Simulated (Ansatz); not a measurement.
**Relaxation of the atoms of YSeF (P2_1/m, 24 atoms in the cell) at several settings**

```
CELL_PARAMETERS angstrom
      9.90223     0.00000     0.00000
      0.00000     4.08136     0.00000
     -3.32728     0.00000    12.48731
ATOMIC_POSITIONS crystal
  Se 0.84200 0.75000 0.51670
  Se 0.15800 0.25000 0.48330
  Se 0.24600 0.75000 0.23890
  Se 0.75400 0.25000 0.76110
  Y  0.62200 0.75000 0.61380
  Y  0.37800 0.25000 0.38620
  Se 0.67300 0.75000 0.01790
  Se 0.32700 0.25000 0.98210
  F  0.00800 0.75000 0.97600
  F  0.99200 0.25000 0.02400
  Y  0.11800 0.75000 0.63820
  Y  0.88200 0.25000 0.36180
  Y  0.45300 0.75000 0.12400
  Y  0.54700 0.25000 0.87600
  Y  0.95700 0.75000 0.12900
  Y  0.04300 0.25000 0.87100
  F  0.90900 0.75000 0.29900
  F  0.09100 0.25000 0.70100
  Se 0.41300 0.75000 0.72840
  Se 0.58700 0.25000 0.27160
  F  0.44800 0.75000 0.46100
  F  0.55200 0.25000 0.53900
  F  0.05300 0.75000 0.81200
  F  0.94700 0.25000 0.18800
```

Base: r2SCAN, default PAW files made with PBE (Ansatz, a program for electronic structure). Its settings: basis.ecutwfc = 500 eV; kpoints.mp_grid.grid = 2 3 1; hamiltonian.xc = r2scan; hamiltonian.pseudopotentials = {kind: paw} (the program's default PAW files); scf.occupations.method = cold; scf.occupations.width = 0.05 eV. Starting volume 21.03 Å³ per atom.

Each line gives the change from the base single point and the result:

- relax: default → atoms: pressure 1.61 GPa; largest force (vector length) 0.006 eV/Å; relaxation steps 13; free energy against the base single point -59.6 meV/atom.
- atoms moved at random; relax: default → atoms; relax.f_tol: default → 0.1 eV/Å: pressure 1.61 GPa; largest force (vector length) 0.066 eV/Å; relaxation steps 5; free energy against the base single point -59.5 meV/atom.
- atoms moved at random; relax: default → atoms; relax.f_tol: default → 0.03 eV/Å: pressure 1.61 GPa; largest force (vector length) 0.009 eV/Å; relaxation steps 6; free energy against the base single point -59.6 meV/atom.

The starting cell comes from a database of published, mostly measured structures (it also holds non-ambient and calculated ones), without a prior relaxation at this level. Its lattice was rescaled by a random factor within 2.5 % of one. In the base run, forces exceed 1 eV/Å. Ansatz's pressure includes its estimate of the finite-basis (Pulay) stress.

Keys are those of Ansatz 0.2.
